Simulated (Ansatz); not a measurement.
Base system: GaAs in the zinc blende structure (space group F-43m, No. 216).

```
GaAs
1.0
    0.00000     2.82971     2.82971
    2.82971     0.00000     2.82971
    2.82971     2.82971     0.00000
As Ga
1 1
Cartesian
  4.24457   4.24457   4.24457
  0.00000   0.00000   0.00000
```

Cartesian axes are those of the cell as printed.

Level of theory: Ansatz (a quantum-chemistry and plane-wave program), PBEsol, PAW, cutoff 420 eV, without spin-orbit coupling, earlier PAW set.

Strains are applied to the cell and any free atomic positions relax.

One change was made to it. Results:

| quantity | base | after |
|---|---|---|
| energy relative to the base (free energy F) | 0 meV/atom | +11 meV/atom |
| gap character | direct at Γ | direct at Γ |
| shortest interatomic distance | 2.451 Å | 2.432 Å |
| band gap | 0.42 eV | 0.17 eV |

Question: Name the change that was made.
A. tensor shear ε_xz = +2.65 %
B. isotropic strain −1.13 %
C. uniaxial strain ε_yy = −0.73 %

Answer: A, tensor shear ε_xz = +2.65 %. For comparison, the band gap in the other runs: uniaxial strain ε_yy = −0.73 % gives 0.45 eV; isotropic strain −1.13 % gives 0.68 eV.

Stability against distortions was not tested. A zero or small gap of GaAs under tensor shear ε_xz = +2.65 % can be the functional's error rather than a property of the material. Labels are those of the standard path for the cell's own space group.
